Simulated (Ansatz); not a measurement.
Surface energy of faces of beta tin in PBE and in LDA, in Ansatz (plane waves, PAW). Symmetric slabs relaxed with PBE from ideal cuts in 1x1 cells (the lowest computed cut and spin start of each face; real faces may reconstruct in larger cells); LDA values are single points on them, with the bulk at the same level. No spin-orbit coupling, no U.

```csv
face,PBE (J/m²),LDA (J/m²)
(100),0.42,0.59
(101),0.38,0.50
(110),0.51,0.75
(210),0.39,0.57
(211),0.39,?
```

Q: Fit a straight line y = a·x + b by least squares to the 4 complete rows (x: PBE (J/m²); y: LDA (J/m²)).

A: the means are x̄ = 0.4250 and ȳ = 0.6025; Σ(x − x̄)² = 0.010500 and Σ(x − x̄)(y − ȳ) = 0.018350, so a = 1.748 and b = ȳ − a·x̄ = -0.140. The largest residual is 0.029.

Q: What does the line predict for the withheld row, (211), and what did the calculation give?

A: the line gives 0.54; the calculation gave 0.58, a miss of 0.04, larger than any residual of the fitted rows.

Ansatz is a program for electronic structure.
